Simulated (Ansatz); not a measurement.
The reference is Ta in the bcc (W type) structure (space group Im-3m, No. 229; a = 3.282 Å; relaxed with 0.1 eV smearing). Axes: x, y, z lie along the cube axes.

All numbers come from PBEsol in Ansatz (plane waves to 420 eV, PAW, no SOC).

Base values:

The shortest interatomic distance comes out as 2.843 Å.

The change: a pure shear with ε_xy = ε_yx = 0.0143, atoms relaxed at fixed cell.

**Question.** Predict the new stress.

**Answer.** The stress (xx, yy, zz, yz, xz, xy; compression positive) comes out as (0.1, 0.1, 0.2, 0.0, 0.0, -2.1) GPa.

**Question.** What happens to the energy relative to the base?

**Answer.** The energy goes up by 3.3 meV/atom.

**Question.** What happens to the shortest interatomic distance?

**Answer.** The shortest interatomic distance drops by 0.027 Å (2.843 Å → 2.816 Å).

The cells carry an imposed strain or load. No phonon test of stability was made. All final runs are without spin polarisation.

Ansatz is a quantum-chemistry and plane-wave program.
